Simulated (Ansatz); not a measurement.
**LaAs in the rock salt structure (space group Fm-3m, No. 225; a model cell)**

```xyz
2
Lattice="0.0000 3.0550 3.0550 3.0550 0.0000 3.0550 3.0550 3.0550 0.0000" Properties=species:S:1:pos:R:3 pbc="T T T"
As     0.0000     0.0000     0.0000
La     3.0550     3.0550     3.0550
```

The values are results of PBEsol, PAW, 420 eV (Ansatz, a first-principles code; no spin-orbit coupling), not measurements. Settings: 13×13×13 k-points, 0.05 eV Fermi–Dirac smearing.

The volume per atom is 28.51 Å³, the density comes out as 6.23 g/cm³ and the band gap comes out as zero. The total energy comes out as -5488.686 eV/atom (σ→0; compares only within this code and set-up).

No phonon test of stability was made. The final runs are not spin-polarised. A zero or small gap of LaAs can be the functional's error rather than a property of the material.
